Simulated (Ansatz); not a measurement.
By PBEsol, the system below comes out a metal.

Without scattering a metal conducts by its projected Fermi surface.

Input:

```yaml
crystal:
  lattice:
    - [5.87916, 0.00000, 0.00000]
    - [0.00000, 6.30912, 0.00000]
    - [0.00000, 3.15456, 1.82128]
  atoms:
    - { symbol: Y, position: [0.75000, 0.66667, 0.00000] }
    - { symbol: Y, position: [0.25000, 0.33333, 0.00000] }
```

The cell is taken as given; by PBEsol it stands under a pressure of -2.9 GPa.

The current flows along the normal of the first two printed cell vectors, the (110) plane of the conventional cell. No spin-orbit coupling; the value is a mean over 0.1 eV about the Fermi level.

Task: Give the ballistic conductance per area that PBEsol run with Ansatz (a quantum-chemistry and plane-wave program) yields.

Result: 0.57 × 10¹⁵ S/m² for both spins.
